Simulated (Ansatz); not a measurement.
Consider Al in the fcc (Cu type) structure (space group Fm-3m, No. 225; a = 3.992 Å).

Level of theory: r2SCAN (Ansatz, a quantum-chemistry and plane-wave program), without spin-orbit coupling.

Before the change:

```
Item                   Value
-------------------  -------
Lattice parameter a  3.992 Å
```

Modification: a hydrostatic pressure of 45 GPa.

Problem. Predict the new lattice parameter a.

Solution. The lattice parameter a shrinks by 0.345 Å (3.992 Å → 3.647 Å).

Load acts through the strain it causes; cell and atoms are relaxed under it. Stability against distortions was not tested. No other phases were tried under pressure.
